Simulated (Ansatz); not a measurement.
Sn₂Pt (Fm-3m); conventional cell a = 6.4568 Å, b = 6.4568 Å, c = 6.4568 Å, α = 90.00°, β = 90.00°, γ = 90.00°.

The cell is a database entry relaxed within its symmetry; it need not be the phase found at ambient conditions. The run noted for some of its cells that some bands missed the eigensolver's tolerance. Spin-orbit coupling is not included.

Question: What linear thermal expansion coefficient does quasi-harmonic lattice dynamics on PBEsol density-functional theory in Ansatz (plane waves, PAW) give at 900 K, and what isobaric heat capacity per mole of formula units and Grüneisen parameter?

Answer: α = 18.5 × 10⁻⁶ K⁻¹; C_P = 86.3 J/(mol K); γ = 2.39. The crystal is held in this phase throughout; melting and phase transitions are not modelled.

The PAW data sets were generated under PBE and serve the other functionals too.

Ansatz is a program for electronic structure.
